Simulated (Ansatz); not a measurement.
System: Ru (model structure, I4/mmm, No. 139, 1 atom in the cell). Method: PBEsol in Ansatz (PAW).

Numerical settings: plane-wave cutoff 520 eV, 26×26×26 k mesh, Fermi–Dirac smearing 0.05 eV, no spin polarisation, scalar-relativistic PAW data made under PBE.

Cell (relaxed at this level):

```xyz
1
Lattice="-1.5951 1.5951 1.3532 1.5951 -1.5951 1.3532 1.5951 1.5951 -1.3532" Properties=species:S:1:pos:R:3 pbc="T T T"
Ru     0.0000     0.0000     0.0000
```

Q: Predict the bulk modulus.

A: 
- bulk modulus = 311 GPa

Note: the run has no spin polarisation, so it can have missed a magnetic state; the bulk modulus is −V dP/dV from two relaxed cells at ±2 % in volume; the relaxation could raise the start's symmetry but not lower it, so the cell can be a saddle point.

A model structure was made by putting elements into a prototype or built by hand; it is no filed structure, need not be a known phase, and can be a saddle point held by its symmetry.

Ansatz is an electronic-structure program.
